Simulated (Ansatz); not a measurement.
Take CdSe in the wurtzite structure (space group P6_3mc, No. 186; a = 4.2475 Å, c = 6.9410 Å) as the base. Axes: x lies along a and z along c of the hexagonal cell.

All numbers come from LDA in Ansatz (plane waves to 420 eV, PAW, no spin-orbit coupling).

It is then changed as follows: tensor shear ε_xz = +1.33 % (engineering shear γ = 0.0266); the atoms relax in the strained cell.

**Question.** What does the calculation give for the stress after the change?

**Answer.** The stress (xx, yy, zz, yz, xz, xy; compression positive) amounts to (-0.02, 0.00, 0.00, 0.00, -0.36, 0.00) GPa.

Stability against distortions was not tested.

Ansatz is an electronic-structure program.
